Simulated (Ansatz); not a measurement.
**PbZrO3 (Amm2, No. 38, 5 atoms in the cell; start mp-20337; a measured phase of this formula has another space group)**

Computed with PBEsol in Ansatz (plane waves, PAW).

Settings: plane-wave cutoff 520 eV, 8×8×8 k mesh, Fermi–Dirac smearing 0.01 eV, scalar-relativistic PAW data made under PBE.

Cell (relaxed at this level):

```
PbZrO3
1.0
    4.11512     0.00000     0.00000
    0.00000     2.93075     2.99806
    0.00000    -2.93075     2.99806
Zr Pb O
1 1 3
Direct
  0.50000   0.50758   0.50758
  0.00000   0.95019   0.95019
  0.50000   0.02941   0.56182
  0.50000   0.56182   0.02941
  0.00000   0.55799   0.55799
```

For PbZrO3 (Amm2, No. 38, 5 atoms in the cell; start mp-20337; a measured phase of this formula has another space group), the band gap is 2.60 eV and the smallest direct gap on the k points sampled is 2.84 eV. The direct gap at Γ is 4.14 eV.

Spin–orbit coupling is not included; with these elements it can move the gap by several tenths of an eV or more.

A start named mp-… is a Materials Project structure, which need not be a measured phase.

Ansatz is an electronic-structure program.
